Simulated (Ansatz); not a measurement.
CsCl-type RbCl (model structure) was calculated with LDA in Ansatz (plane waves, PAW).

Run with plane-wave cutoff 500 eV, 8×8×8 k mesh, gaussian smearing 0.02 eV, scalar-relativistic PAW data made under PBE.

Cell (relaxed at this level):

Space group Pm-3m (No. 221); a = b = c = 3.7857 Å, α = β = γ = 90.00°

| atom | site | symmetry | x | y | z |
|---|---|---|---|---|---|
| Rb | 1a | m-3m | 0.0000 | 0.0000 | 0.0000 |
| Cl | 1b | m-3m | 0.5000 | 0.5000 | 0.5000 |

Problem. Predict the band gap.

Solution. 
* **band gap**: 5.10 eV (on the SCF k mesh)

Note: the relaxation could raise the start's symmetry but not lower it, so the cell can be a saddle point.

Spin–orbit coupling is not included.

Computed values are for the static lattice.

A model structure was made by putting elements into a prototype or built by hand; it is no filed structure, need not be a known phase, and can be a saddle point held by its symmetry.

Ansatz is a program for electronic structure.
